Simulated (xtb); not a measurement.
xtb 6.7.1, GFN2-xTB: Ge(NEtMe)4 (CC[N](C)[Ge]([N](C)CC)([N](C)CC)[N](C)CC), 49 atoms. The geometry is a generated start, not checked to be a minimum at this level.

```
Quantity                                                                                                       Result
------------------------  -------------------------------------------------------------------------------------------
method                                                                                                       GFN2-xTB
--acc                                                                                                     1 (default)
--etemp (K)                                                                                             300 (default)
detailed input (--input)  none: ANC optimiser, Lindh (1995) Hessian, microcycle=20, maxdispl=1.0, hlow=0.01 (default)
basis functions                                                                                                   106
valence electrons                                                                                                 104
```

The structure is relaxed from this start with --opt LEVEL for the levels crude, sloppy, loose, lax, normal, tight, vtight, extreme, once each. Up to the end of the extreme run atoms move by at most 0.36 Å along an axis.

**Question.** Choose the cheapest level whose final energy lies within 1 meV of that of extreme.

**Answer.** normal: 21 cycles against 42, ending 0.48 meV above.

| level | cycles | energy above the extreme run (meV) | gradient norm (eV/Å) |
|---|---|---|---|
| crude | 1 | 9.6 | 0.079 |
| sloppy | 1 | 9.6 | 0.079 |
| loose | 1 | 9.6 | 0.079 |
| lax | 1 | 9.6 | 0.079 |
| normal | 21 | 0.48 | 0.047 |
| tight | 31 | 0.040 | 0.0069 |
| vtight | 37 | under 0.01 | 0.0045 |
| extreme | 42 | — | 0.0014 |
